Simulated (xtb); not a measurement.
xtb 6.7.1, GFN2-xTB: cluster of 200 water molecules, 600 atoms. The geometry is a generated start, not checked to be a minimum at this level.

```json
{
  "run_flags": "--grad",
  "method": "GFN2-xTB",
  "--acc": "1 (default)",
  "--etemp (K)": "300 (default)",
  "detailed input (--input)": "none: broydamp=0.4 (default)",
  "basis_functions": "1200",
  "valence_electrons": "1600"
}
```

Hardware: Intel Xeon 6 (Granite Rapids), 96 cores on 1 socket, 2 hardware threads a core, 3 L3 cache groups, 3 NUMA nodes.

Run on 32 threads, 1 BLAS thread, it takes 5.0 s from launch to exit:

```bash
OMP_NUM_THREADS=32 OPENBLAS_NUM_THREADS=1 xtb in.xyz --gfn 2 --grad -P 32 --norestart
```

From its output:

```
          program call               : xtb in.xyz --gfn 2 --grad -P 32 --norestart
          omp threads                :                    32
          :  # basis functions                1200          :
          :  # electrons                      1600          :
          :  Hamiltonian                  GFN2-xTB          :
          :  restarted?                      false          :
          :  electronic temp.          300.0000000     K    :
          :  accuracy                    1.0000000          :
          :  Broyden damping             0.4000000          :
   *** convergence criteria satisfied after 9 iterations ***
...
 SCC (total)                   0 d,  0 h,  0 min,  4.611 sec
 SCC setup                      ...        0 min,  0.003 sec (  0.057%)
 Dispersion                     ...        0 min,  0.066 sec (  1.428%)
 classical contributions        ...        0 min,  0.001 sec (  0.019%)
 integral evaluation            ...        0 min,  0.096 sec (  2.086%)
 iterations                     ...        0 min,  3.712 sec ( 80.499%)
 molecular gradient             ...        0 min,  0.683 sec ( 14.813%)
 printout                       ...        0 min,  0.051 sec (  1.097%)
...
 total:
 * wall-time:     0 d,  0 h,  0 min,  4.895 sec
 *  cpu-time:     0 d,  0 h,  0 min, 15.800 sec
 * ratio c/w:     3.228 speedup
 SCF:
 * wall-time:     0 d,  0 h,  0 min,  4.653 sec
 *  cpu-time:     0 d,  0 h,  0 min, 14.867 sec
 * ratio c/w:     3.195 speedup
```

Times are wall-clock medians of two to five runs, from launch to exit, with nothing else on the machine. Unless noted, each process is bound to its own block of adjacent cores. Build: conda-forge: gfortran, OpenMP (GNU), OpenBLAS with its own threads. Other compilers and libraries give other times. Scratch files lie in a memory file system. This build's BLAS runs threads of its own beside OpenMP's, on the same cores; «BLAS threads» counts them.

Task: Read the timing block: which change would cut the largest part, on the same cores and with the result kept within 1.0 meV/atom in energy, 10 meV/Å in forces (largest component)?

Result: The largest part is iterations, 74 % of the time from launch to exit. It is 9 iterations of about 0.41 s on 1200 orbitals. One change that relieves it (others may too): going from 32 threads, 1 BLAS thread to 32 threads, 4 BLAS threads, one of the fastest of the measured ones that keep the result: 5.0 s to 3.0 s (1.6× as fast). The SCC iterations take 3.7 s with 1 and 1.7 s with 4 BLAS threads. These two results differ by: energy under 0.001 meV/atom, forces (largest component) under 0.001 meV/Å. Others tried: 32 threads, 32 BLAS threads (3.3 s). Repeats scatter by up to 16 %.
